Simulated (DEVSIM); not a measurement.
Structure: abrupt Si p-n junction, at 300 K.

```tsv
layer (left to right)	material	thickness (μm)	Nd (cm⁻³)	Na (cm⁻³)	τn (s)	τp (s)
1	Si	9.10	-	2.6e17	4.4e-6	4.4e-6
2	Si	200	3.1e15	-	4.4e-6	4.4e-6
```

Left contact: ohmic. Right contact: ohmic. Voltage is applied to the left contact. Recombination: SRH at mid-gap, radiative, Auger. Mobility is μmin + (μ − μmin)/(1 + (N/Nref)^α).

The device is made up for the run: typed textbook-type constants, with dimensions and the other settings drawn at random. Values at 300 K.

| parameter | Si |
|---|---|
| gap (eV) | 1.124 |
| affinity (eV) | 4.05 |
| permittivity | 11.7 |
| Nc (cm⁻³) | 2.86e19 |
| Nv (cm⁻³) | 3.1e19 |
| μn (cm²/Vs) | 1417 |
| μp (cm²/Vs) | 470 |
| μn,min | 52 |
| μp,min | 45 |
| Nref,n | 9.7e16 |
| Nref,p | 2.2e17 |
| αn | 0.68 |
| αp | 0.72 |
| B (cm³/s) | 4.7e-15 |
| Cn (cm⁶/s) | 2.8e-31 |
| Cp (cm⁶/s) | 9.9e-32 |

DEVSIM, 1D drift-diffusion, Boltzmann statistics, complete ionisation; no tunnelling, impact ionisation, image-force lowering or self-heating.

Q: Give the dark reverse current.

A: 
| V (V) | J (A/cm²) |
|---|---|
| -0.04 | -7.4e-10 |
| -0.10 | -1.5e-9 |
| -0.20 | -2.4e-9 |
| -0.30 | -3.3e-9 |
| -0.40 | -4.0e-9 |
| -0.60 | -5.4e-9 |
| -0.80 | -6.7e-9 |
| -1.00 | -7.9e-9 |
| -1.30 | -9.4e-9 |
| -1.60 | -1.1e-8 |
| -2.00 | -1.3e-8 |
